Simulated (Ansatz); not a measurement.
For AgAl (model structure, Cmcm, No. 63, 4 atoms in the cell), PBE (plane waves, PAW; Ansatz, a program for electronic structure) gives:

bulk modulus B0: 80.6 GPa
cohesive energy: 2.95 eV/atom

Question: What does r²SCAN in Ansatz (PAW) give for the same quantities?

Answer: 
- bulk modulus: 92.9 GPa (goes up by 15 %)
- cohesive energy: 3.15 eV/atom (rises by 0.20 eV/atom)

Changes are worked out from the printed values.

Unless a cell is named, each level is at its own relaxed cell (PBE 17.33, r²SCAN 16.78 Å³/atom).

Caveats: the bulk modulus is −V dP/dV from two relaxed cells at ±2 % in volume (PBE, r²SCAN). Ansatz's density-functional and Hartree–Fock values are scalar-relativistic unless marked +SOC, with PAW data made under PBE.

A model structure was made by putting elements into a prototype or built by hand; it is no filed structure, need not be a known phase, and can be a saddle point held by its symmetry.
